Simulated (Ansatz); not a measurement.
The starting structures come from a database of crystals and need not be the phases stable at ambient conditions.

## Evanescent states of CoAuO₂ (R-3m, not sure to be the ambient phase, 4 atoms a cell, 11.0 Å³ an atom) along the normal of (001)

All values below come from r2SCAN (plane waves, PAW; Ansatz, a quantum-chemistry and plane-wave program).

No gap correction and no spin-orbit coupling; mid-gap values are interpolated between computed energies.

Energies count from the valence-band top; κ is the least over a 12×12 mesh across the current.

| E (eV) | κ (1/Å) | where |
|---|---|---|
| 0.03 | 0.119 | off Γ |
| 0.07 | 0.187 | off Γ |
| 0.12 | 0.224 | off Γ |
| 0.17 | 0.226 | off Γ |
| 0.23 | 0.213 | off Γ |
| 0.28 | 0.198 | off Γ |
| 0.33 | 0.182 | off Γ |
| 0.38 | 0.163 | off Γ |
| 0.42 | 0.140 | off Γ |
| 0.47 | 0.112 | off Γ |
| 0.53 | 0.073 | off Γ |

Q: How thick must the barrier be to attenuate the transmission by 10^4 when the electrodes' Fermi level lies at 0.23 eV, and what attenuation does that film give at 0.07 eV?

A: d = 4 ln 10 / (2 × 0.213) = 21.6 Å. At 0.07 eV it gives 4 × 0.187/0.213 = 3.5 decades.
